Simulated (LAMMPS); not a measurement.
MD of SiC (zinc blende) at zero pressure, 512 atoms, as a liquid; each row is its own run.

Model: classical MD, pair style meam, file SiC.meam; code LAMMPS.

| T (K) | D(Si) (cm²/s) |
|---|---|
| 2900 | 6.80e-6 |
| 3620 | 2.74e-5 |
| 3770 | 3.54e-5 |
| 4060 | 5.22e-5 |
| 4640 | 0.000107 |

Question: Fit an Arrhenius law, ln y = a + b / x, to these rows (x is the first column, y the second) and predict the run at x = 3190.

Answer: Least squares gives a = -4.6195 and b = -21180. The slope times kB gives an activation energy of 1.83 eV. At x = 3190 the fit predicts 1.29e-5 cm²/s. The run itself gave (1.32 ± 0.05) × 10^-5 cm²/s, so the fit is 2.3 % low, within the run's error.

Caution: at ambient pressure real SiC sublimes or decomposes before or as it melts, so this liquid is the model's.

Caution (rows 2900; 3190): this liquid lies under the melting point of about 3560 K that MEAM SiC.meam gives, so it is undercooled.

Caution (row 3190): enthalpy drifts during the constant-pressure average: a transition or slow ageing; fluctuation values are void.

Errors of D are the spread over four groups of atoms in one short run; a floor of about 5 %, a picked value, is safer.
